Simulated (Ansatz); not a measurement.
# Pressure series in HgS

The parent structure is HgS (space group P3_221, No. 154; made of chains).

```
CELL_PARAMETERS angstrom
      4.46492     0.00000     0.00000
     -2.23246     3.86673     0.00000
      0.00000     0.00000     9.75823
ATOMIC_POSITIONS crystal
  Hg 0.76921 0.00000 0.66667
  Hg 0.00000 0.76921 0.33333
  Hg 0.23079 0.23079 0.00000
  S  0.44688 0.00000 0.16667
  S  0.00000 0.44688 0.83333
  S  0.55312 0.55312 0.50000
```

Cell and atoms are relaxed at each pressure.

Computed with plane-wave PAW DFT at the PBE level (Ansatz, a program for electronic structure, 420 eV), without spin-orbit coupling.

| case | density | electron mass |
|---|---|---|
| base | 6.88 g/cm³ | 0.43 mₑ along c, 1.2 mₑ across (at Γ) |
| pressure 0.3 GPa | 7.13 g/cm³ | 0.42 mₑ along c, 1.2 mₑ across (at Γ) |
| pressure 0.7 GPa | 7.39 g/cm³ | 0.42 mₑ along c, 1.2 mₑ across (at Γ) |
| pressure 1.5 GPa | 7.79 g/cm³ | 0.41 mₑ along c, 1.2 mₑ across (at Γ) |
| pressure 3 GPa | ___ | ___ |
| pressure 7.5 GPa | 9.16 g/cm³ | 0.39 mₑ along c, 0.99 mₑ across (at Γ) |

Problem. What belongs in the blanks?

Solution. 
- pressure 3 GPa, density: 8.29 g/cm³
- pressure 3 GPa, electron mass: 0.40 mₑ along c, 1.2 mₑ across (at Γ)

With Hg present, leaving out spin-orbit coupling can change the band edges. The levels and masses belong to the bands next to the band gap. Load acts through the strain it causes; cell and atoms are relaxed under it. Masses are band curvatures over ±0.01 Å⁻¹ around the edge. Stability against distortions was not tested. No other phases were tried under pressure. No dispersion term is included, though the crystal is made of layers, chains or molecules, so its spacings can come out too wide.
